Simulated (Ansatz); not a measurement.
# Zr3N4 (space group I-43d, No. 220)

```cif
data_N16Zr12
_chemical_formula_sum 'Zr12 N16'
_space_group_name_H-M_alt 'I-43d'
_space_group_IT_number 220
_space_group_name_Hall 'I -4bd 2c 3'
_cell_length_a 6.70267
_cell_length_b 6.70267
_cell_length_c 6.70267
_cell_angle_alpha 90.000
_cell_angle_beta 90.000
_cell_angle_gamma 90.000
loop_
_atom_site_label
_atom_site_type_symbol
_atom_site_symmetry_multiplicity
_atom_site_Wyckoff_symbol
_atom_site_fract_x
_atom_site_fract_y
_atom_site_fract_z
_atom_site_occupancy
Zr1 Zr 12 a 0.00000 0.25000 0.37500 1
N1 N 16 c 0.07088 0.07088 0.07088 1
```
(The calculation used a cell of 14 atoms; values per cell refer to that cell.)

Level of theory: DFT with PBEsol, PAW potentials and a 420 eV plane-wave cutoff in Ansatz (a quantum-chemistry and plane-wave program), no spin-orbit coupling. Γ-centred 6×6×6 mesh, Fermi–Dirac width 0.05 eV.

| Property | Result |
|---|---|
| Volume per atom | 10.75 Å³ |
| Density | 7.27 g/cm³ |
| Band gap | 0.75 eV, direct at Γ |
| Electron mass (degenerate bands, along [100]) | 0.30, 0.42 mₑ |
| Total energy | -1987.369 eV/atom (σ→0; compares only within this code and set-up) |

Effective masses come from finite differences of ±0.01 Å⁻¹. Whether these cells are dynamically stable was not tested.
